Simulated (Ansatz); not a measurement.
**A computed series for CdTe: pressure series**

Base system: CdTe in the zinc blende structure (space group F-43m, No. 216).

```yaml
crystal:
  lattice:
    - [0.00000, 3.27889, 3.27889]
    - [3.27889, 0.00000, 3.27889]
    - [3.27889, 3.27889, 0.00000]
  atoms:
    - { symbol: Cd, position: [0.00000, 0.00000, 0.00000] }
    - { symbol: Te, position: [0.25000, 0.25000, 0.25000] }
```

Cell and atoms are relaxed at each pressure.

Computed with r2SCAN in Ansatz (plane waves to 500 eV, PAW, spin-orbit coupling left out).

```tsv
pressure (GPa)	volume per atom (Å³/atom)
-2	37.306
-1	36.202
0	35.252
0.9	34.508
4.5	32.208
9	30.176
15	28.232
22.5	?
30	25.126
```

Q: Fit the third-order Birch–Murnaghan form P(V) = (3B₀/2)[(V₀/V)^(7/3) − (V₀/V)^(5/3)]·[1 + (3/4)(B₀′ − 4)((V₀/V)^(2/3) − 1)] (squares taken in P) to the rows shown and predict the withheld row.

A: Least squares on the printed values gives V₀ = 35.257 Å³/atom, B₀ = 40.4 GPa, B₀′ = 4.6; this predicts 26.465 Å³/atom, and the run gives 26.466 Å³/atom, in agreement.

Measured bulk modulus of CdTe: 43.7 GPa (room temperature; as listed in Elmahjoubi et al., arXiv (2023)); the computed value is for a static lattice, so the two differ by thermal effects too.

Load acts through the strain it causes; cell and atoms are relaxed under it. No phonon test of stability was made. Measured, CdTe leaves this structure (for cinnabar) near 3.53 GPa (temperature not stated; as listed in Datta, Sujoy, Jana, Debnarayan, arXiv (2020)), on rising pressure, with hysteresis.

Ansatz is a first-principles code.
